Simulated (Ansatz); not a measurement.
Here is the system:

End structure of a constructed model of the (111) surface of fcc Pd, a layer of Sn in place of the second plane (bottom of the slab: a bare face, its two planes held):

```yaml
crystal:
  lattice:
    - [2.78861, 0.00000, 0.00000]
    - [-1.39431, 2.41501, 0.00000]
    - [0.00000, 0.00000, 27.50000]
  atoms:
    - { symbol: Pd, position: [0.33333, 0.66667, 0.29301] }
    - { symbol: Pd, position: [0.66667, 0.33333, 0.37581] }
    - { symbol: Pd, position: [0.00000, 0.00000, 0.45846] }
    - { symbol: Pd, position: [0.33333, 0.66667, 0.54306] }
    - { symbol: Sn, position: [0.66667, 0.33333, 0.62874] }
    - { symbol: Pd, position: [0.00000, 0.00000, 0.71361] }
```

Slab: 6 atoms, 11.4 Å thick at the start; k 15x15x1, smearing 0.1 eV, dipole-corrected; 2 atoms held, the rest relaxed; held to the start's symmetry, so lower structures may exist; no spin, no spin-orbit, no U. In PBE it is, or lies within 0.01 eV a 1x1 cell of, the lowest of the 2 structures of its composition computed so far; larger cells were not tried.

**Question.** Give the work function of the top face at the level PBE in Ansatz (an electronic-structure program).

**Answer.** 5.06 eV
